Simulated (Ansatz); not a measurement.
What biaxial strain +0.70 %, plane normal [110], relaxed out of plane does to InSb

Base system: InSb in the zinc blende structure (space group F-43m, No. 216; a = 6.556 Å). Axes: x, y, z lie along the cube axes.

One thing is altered: tensile biaxial strain of 0.70 % in the plane normal to [110], as in epitaxy on a mismatched substrate; the out-of-plane cell vector and the atoms relax.

The values are results of r2SCAN, PAW, 500 eV (Ansatz, an electronic-structure program; no SOC), not measurements. Γ-centred 12×12×12 mesh, Fermi–Dirac width 0.05 eV.

```tsv
quantity	base	changed	shift
volume per atom	35.22 Å³	35.56 Å³	+0.34 Å³
space group	F-43m (No. 216)	Imm2 (No. 44)	–
shortest interatomic distance	2.839 Å	2.844 Å	+0.005 Å
energy relative to the base (free energy F)	0 meV/atom	+0.9 meV/atom	+0.9 meV/atom
band gap	zero	zero	–
out-of-plane strain (rough)	–	-0.44 %	–
```

Final structure (turned so that z lies along the plane normal):

```xyz
2
Lattice="0.0000 0.0000 -4.6154 -2.3341 3.3009 -2.3077 2.3341 3.3009 -2.3077" Properties=species:S:1:pos:R:3 pbc="T T T"
In     0.0000     0.0058    -4.6154
Sb     0.0000     4.9455    -6.9231
```

A biaxial case was relaxed in a doubled cell and then solved in the primitive one. Without a gap, meshes like the base's 12×12×12 leave anisotropic stresses uncertain by several tenths of a GPa, and small strain energies with them. Spin-orbit coupling, missing from the scalar runs, can matter with Sb. Stability against distortions was not tested. All final runs are without spin polarisation. Gaps under 0.05 eV, about the width of the smearing, are given as zero. A zero or small gap of InSb can be the functional's error rather than a property of the material.
